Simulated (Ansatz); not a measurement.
Consider ZnS in the wurtzite structure (space group P6_3mc, No. 186).

```
CELL_PARAMETERS angstrom
      3.78216     0.00000     0.00000
     -1.89108     3.27545     0.00000
      0.00000     0.00000     6.20765
ATOMIC_POSITIONS crystal
  Zn 0.33333 0.66667 0.00042
  Zn 0.66667 0.33333 0.50042
  S  0.33333 0.66667 0.37458
  S  0.66667 0.33333 0.87458
```

Cartesian axes are those of the cell as printed.

Method: PBEsol (Ansatz, a quantum-chemistry and plane-wave program), no spin-orbit coupling.

Base values:

| Item | Value |
|---|---|
| Electron mass | 0.16 mₑ along c, 0.18 mₑ across (at Γ) |

Perturbation: biaxial strain +0.60 %, plane normal [001], relaxed out of plane (Cartesian); in-plane vectors clamped, the third vector and the atoms free.

Question: How does this affect the out-of-plane strain and electron mass?

Answer: The out-of-plane strain comes out as -0.36 %; the electron mass changes from 0.16 mₑ along c, 0.18 mₑ across (at Γ) to 0.16 mₑ out of plane, 0.18 mₑ in plane (at Γ).

The levels and masses belong to the bands next to the band gap. Masses are band curvatures over ±0.01 Å⁻¹ around the edge. No phonon test of stability was made.
